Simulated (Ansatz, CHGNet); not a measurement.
**L1₂ (Cu3Au-type) Pt3Ti: properties by level of theory**

Reference values: lattice constant a 3.916 Å (measured, temperature not stated, not corrected to a static lattice; as tabulated in Molecular Dynamics Simulations of PtTi High-Temperature Shape Memory Alloys …).

```json
[
 {"level (code)": "CHGNet 0.3.0", "lattice constant a (Å)": "3.952", "enthalpy of formation (eV/atom)": "-0.811"},
 {"level (code)": "LDA (Ansatz)", "lattice constant a (Å)": "3.873", "enthalpy of formation (eV/atom)": "-0.897"},
 {"level (code)": "PBE (Ansatz)", "lattice constant a (Å)": "(withheld)", "enthalpy of formation (eV/atom)": "(withheld)"},
 {"level (code)": "RPBE (Ansatz)", "lattice constant a (Å)": "(withheld)", "enthalpy of formation (eV/atom)": "(withheld)"},
 {"level (code)": "r²SCAN-D4 (Ansatz)", "lattice constant a (Å)": "3.912", "enthalpy of formation (eV/atom)": "-0.922"},
 {"level (code)": "r²SCAN+rVV10 (Ansatz)", "lattice constant a (Å)": "(withheld)", "enthalpy of formation (eV/atom)": "-0.922"}
]
```

**Question.** Fill in the missing entries.

**Answer.** 
- PBE (Ansatz, a quantum-chemistry and plane-wave program), lattice constant a (Å): 3.948
- PBE (Ansatz), enthalpy of formation (eV/atom): -0.855
- RPBE (Ansatz), lattice constant a (Å): 3.971
- RPBE (Ansatz), enthalpy of formation (eV/atom): -0.846
- r²SCAN+rVV10 (Ansatz), lattice constant a (Å): 3.908

Machine-learned potentials (CHGNet 0.3.0) are trained on DFT data: a solid inside that data is no test of them.

Ansatz's density-functional and Hartree–Fock values are scalar-relativistic unless marked +SOC, with PAW data made under PBE.

The crystal itself was run without spin with LDA, PBE, RPBE, r²SCAN-D4, r²SCAN+rVV10; a magnetic state was not tried in these runs.

Static lattice: no zero-point or thermal effects.
